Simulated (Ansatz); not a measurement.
Defect migration in fcc Cu: Au-vacancy pair (Au on one host Cu site, one Cu site vacant), neutral cell. Level of theory: PBE, PAW (plane waves to 420 eV; Ansatz, a program for electronic structure).

Settings: 32 host sites, the relaxed PBE lattice, a 2×2×2 k-point mesh shifted by half a step, smearing 0.10 eV, spin-restricted, no image-charge correction. Static, classical nuclei. Spin-orbit coupling is left out. Forms of the defect that were not tried may lie lower.

Barriers: single points on a 4×4×4 k-point mesh shifted by half a step at the bands' geometries (they differ from the bands' own by up to 0.22 eV, and are uncertain by about as much).

The step: direct exchange of Au with the vacancy (Au-vacancy distance between ideal sites 2.57 Å throughout). Atoms about the jump, Cartesian Å from the middle of the jump, before and after:

```json
[
 {"atom": "Au1", "x0": "0.00", "y0": "-0.81", "z0": "-0.81", "x1": "0.00", "y1": "0.81", "z1": "0.81"},
 {"atom": "Cu2", "x0": "-1.88", "y0": "0.96", "z0": "-0.91", "x1": "-1.88", "y1": "0.91", "z1": "-0.97"},
 {"atom": "Cu3", "x0": "-1.88", "y0": "-0.90", "z0": "0.96", "x1": "-1.88", "y1": "-0.96", "z1": "0.90"},
 {"atom": "Cu4", "x0": "1.88", "y0": "0.97", "z0": "-0.91", "x1": "1.88", "y1": "0.91", "z1": "-0.96"},
 {"atom": "Cu5", "x0": "1.88", "y0": "-0.90", "z0": "0.96", "x1": "1.88", "y1": "-0.96", "z1": "0.90"},
 {"atom": "Cu6", "x0": "0.00", "y0": "0.95", "z0": "-2.76", "x1": "0.00", "y1": "0.89", "z1": "-2.70"},
 {"atom": "Cu7", "x0": "0.00", "y0": "2.70", "z0": "-0.89", "x1": "0.00", "y1": "2.76", "z1": "-0.95"},
 {"atom": "Cu8", "x0": "0.00", "y0": "-0.88", "z0": "2.70", "x1": "0.00", "y1": "-0.95", "z1": "2.76"},
 {"atom": "Cu9", "x0": "0.00", "y0": "-2.76", "z0": "0.95", "x1": "0.00", "y1": "-2.70", "z1": "0.88"}
]
```

### Question
Where do these atoms stand at the saddle point, and how high is it?

### Answer

```json
[
 {"atom": "Au1", "x": "0.00", "y": "0.00", "z": "-0.01"},
 {"atom": "Cu2", "x": "-2.05", "y": "0.99", "z": "-1.00"},
 {"atom": "Cu3", "x": "-2.05", "y": "-0.99", "z": "0.98"},
 {"atom": "Cu4", "x": "2.05", "y": "0.99", "z": "-1.00"},
 {"atom": "Cu5", "x": "2.05", "y": "-0.99", "z": "0.98"},
 {"atom": "Cu6", "x": "0.00", "y": "0.88", "z": "-2.68"},
 {"atom": "Cu7", "x": "0.00", "y": "2.67", "z": "-0.89"},
 {"atom": "Cu8", "x": "0.00", "y": "-0.89", "z": "2.66"},
 {"atom": "Cu9", "x": "0.00", "y": "-2.67", "z": "0.88"}
]
```
It lies 0.76 eV above the start and 0.76 eV above the end. The saddle point's order was not checked, and it lies on a symmetry element of the cell, where a band can be held.
